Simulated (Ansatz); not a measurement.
Consider GaSb in the zinc blende structure (space group F-43m, No. 216; a = 6.111 Å). Axes: x, y, z lie along the cube axes.

Computed with PBEsol (Ansatz, a quantum-chemistry and plane-wave program, PAW, spin-orbit coupling left out).

Before the change:

```
Quantity                         Value
-----------------------------  -------
Pressure                       0.0 GPa
Shortest interatomic distance  2.646 Å
```

Perturbation: biaxial strain +2.50 %, plane normal [001], relaxed out of plane (Cartesian); in-plane vectors clamped, the third vector and the atoms free.

**Question.** How does this affect the energy relative to the base, pressure and shortest interatomic distance?

**Answer.** The energy grows by 8.8 meV/atom; the pressure (mean of the normal stresses, compression positive) goes from zero to -1.3 GPa; the shortest interatomic distance increases by 0.0242 Å, from 2.646 Å to 2.671 Å.

Whether these cells are dynamically stable was not tested. The final runs are not spin-polarised.
